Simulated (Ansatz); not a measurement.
# Hypothetical P4_2/mnm AlN: pressure series

Start from AlN (space group P4_2/mnm, No. 136; a = 5.330 Å, c = 3.122 Å; a hypothetical phase, not in the database extracts checked).

Cell and atoms are relaxed at each pressure.

The values are results of PBE (Ansatz, an electronic-structure program; PAW; 420 eV plane waves; scalar-relativistic without spin-orbit coupling), not measurements.

```csv
pressure (GPa),volume per atom (Å³/atom)
-2,11.211
-1,11.147
0,11.084
0.3,11.067
0.7,?
1.5,10.994
3,10.907
7.5,10.663
10,10.538
```

Problem. Fit the third-order Birch–Murnaghan form P(V) = (3B₀/2)[(V₀/V)^(7/3) − (V₀/V)^(5/3)]·[1 + (3/4)(B₀′ − 4)((V₀/V)^(2/3) − 1)] (squares taken in P) to the rows shown and predict the withheld row.

Solution. Least squares on the printed values gives V₀ = 11.085 Å³/atom, B₀ = 180 GPa, B₀′ = 3.7; this predicts 11.042 Å³/atom, and the run gives 11.042 Å³/atom, in agreement.

Load acts through the strain it causes; cell and atoms are relaxed under it. Stability against distortions was not tested. No other phases were tried under pressure.
